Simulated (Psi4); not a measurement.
Psi4 1.11, PBE/def2-svp: Si(AsH2)(F)3 (F[Si](F)(F)[AsH2]), 7 atoms. The geometry is a generated start, not checked to be a minimum at this level.

| Quantity | Result |
|---|---|
| task | energy |
| method | pbe |
| basis | def2-svp |
| memory | 3 GB |
| maxiter | 100 |
| keys of the molecule block | symmetry c1 |
| scf_type | df (default) |
| guess | auto, which took SAD (default) |
| scf_initial_accelerator | adiis (default) |
| e_convergence | 1e-06 (default) |
| d_convergence | 1e-06 (default) |
| dft_radial_points | 75 (default) |
| dft_spherical_points | 302 (default) |
| basis functions | 102 |
| grid points | 150871 |

```xyz
7

F     -1.6614    -0.4537     1.3367
Si    -0.7449    -0.0661     0.0937
F     -1.4341     1.2526    -0.4688
F     -1.1648    -1.1492    -0.9932
As     1.4473     0.1175     0.6874
H      1.6828     1.2019    -0.3256
H      1.8750    -0.9031    -0.3301
```

One run each on 2 threads. Values of diis_max_vecs tried: 3, 6, 10 (default), 20.

Question: Predict the course of the SCF iterations along this series.

Answer: Fewest SCF iterations, within one of each other: 6 with 9, 10 (default) with 9, 20 with 9. The count rises to 17 at 3. All converge to one solution.

```json
[
 {"diis_max_vecs": "3", "SCF iterations": "17", "end": "same solution"},
 {"diis_max_vecs": "6", "SCF iterations": "9", "end": "same solution"},
 {"diis_max_vecs": "10 (default)", "SCF iterations": "9", "end": "same solution"},
 {"diis_max_vecs": "20", "SCF iterations": "9", "end": "same solution"}
]
```
